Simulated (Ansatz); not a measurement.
Take Rb in the bcc (W type) structure (space group Im-3m, No. 229; a = 5.571 Å; relaxed with 0.1 eV smearing) as the base.

Level of theory: PBEsol in Ansatz (plane waves to 420 eV, PAW, without spin-orbit coupling).

For the base:

```
Item        Value
--------  -------
Pressure  0.0 GPa
```

It is then changed as follows: an isotropic linear strain of −1.50 %, atoms relaxed at fixed cell.

Q: What happens to the pressure?

A: The pressure is nearly the same (0.0 GPa against 0.1 GPa).

Q: Predict the new energy relative to the base.

A: The energy grows by 1.7 meV/atom.

Whether these cells are dynamically stable was not tested. All final runs are without spin polarisation.

Ansatz is a program for electronic structure.
